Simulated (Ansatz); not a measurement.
Start from Hf₃N₄ (space group Fd-3m, No. 227; a cell from a computed database, its experimental status unchecked).

Hf$_{3}$N$_{4}$ is taken in the cubic space group Fd-3m, origin choice 1 (No. 227), Pearson symbol cF56. Conventional cell: a = 9.0043 Å, b = 9.0043 Å, c = 9.0043 Å, α = 90.00°, β = 90.00°, γ = 90.00°. Hf1 on 16d sees 6 N at 2.184 Å (octahedral). Hf2 on 8a sees 4 N at 2.070 Å (tetrahedral). N on 32e has 1 Hf at 2.070 Å and 3 Hf at 2.184 Å. (Neighbours: up to the widest gap in distance over summed covalent radii, below 1.35, at either atom; cation-cation and far metal-metal contacts left out.)
(The calculation used a cell of 14 atoms; values per cell refer to that cell.)

Calculations: PBEsol in Ansatz (plane waves to 420 eV, PAW, spin-orbit coupling left out).

Before the change:

| Item | Value |
|---|---|
| Electron mass | 0.15, 0.63 mₑ (at Γ) |
| Band gap | 0.78 eV |
| Shortest interatomic distance | 2.070 Å |
| Smallest direct gap | 0.93 eV |

It is then changed as follows: a hydrostatic pressure of 10 GPa.

What happens to the electron mass, band gap, shortest interatomic distance and smallest direct gap?

The electron mass (degenerate bands, along [100]) goes from 0.15, 0.63 mₑ (at Γ) to 0.14, 0.59 mₑ (at Γ); the band gap shrinks by 0.09 eV (0.78 eV → 0.69 eV); the shortest interatomic distance falls by 0.0295 Å, from 2.070 Å to 2.041 Å; the smallest direct gap shrinks by 0.08 eV, from 0.93 eV to 0.85 eV.

Spin-orbit coupling, missing from the scalar runs, can matter with Hf. Load acts through the strain it causes; cell and atoms are relaxed under it. Masses are band curvatures over ±0.01 Å⁻¹ around the edge. Stability against distortions was not tested. Competing high-pressure phases were not computed.

Ansatz is a quantum-chemistry and plane-wave program.
